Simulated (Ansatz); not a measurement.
Amorphous cells of 8 compositions: the gap between the highest filled and lowest empty level at the zone centre, by PBE and by a single point of r2SCAN on the same geometry (PBE, scalar-relativistic without spin-orbit coupling (plane waves to 420 eV, PAW; Ansatz, a quantum-chemistry and plane-wave program); r2SCAN at 500 eV). The networks come from melt-quench runs on the CHGNet potential at compositions and starting densities chosen by hand, with anions pushed apart in the CHGNet dynamics, and DFT then relaxed them. The cells are small and were quenched far faster than real films, so single cells scatter. Defect or tail levels can set these gaps. The rows are the first to finish with both values and no moments.

```
cell                        PBE gap x (eV)  r2SCAN gap y (eV)
--------------------------  --------------  -----------------
A (Ga24O39B2, 4.76 g/cm3)             1.00               1.48
B (Ga24O37Mg, 4.94 g/cm3)             1.17               1.68
C (Ga24O37Ca, 4.94 g/cm3)             1.53               2.06
D (Ga24O37Li2, 4.85 g/cm3)            1.55           withheld
E (Ga24O37Zn, 5.07 g/cm3)             1.60               2.15
F (Ga24O37Na2, 4.87 g/cm3)            1.67               2.18
G (Ga24O38Ti, 4.92 g/cm3)             1.84               2.37
H (Ga24O38Hf, 5.20 g/cm3)             2.03               2.56
```

Q: Fit a straight line through the 7 full rows and predict the withheld value for D (Ga24O37Li2, 4.85 g/cm3).

A: Means: x = 1.549, y = 2.069. Slope = Σ(Δx Δy) / Σ(Δx²) = 0.8123 / 0.7787 = 1.04; the r.m.s. residual is 0.015. Prediction: 2.069 + 1.04 × (1.55 − 1.549) = 2.07. The run gave 2.09, 0.02 above the line.
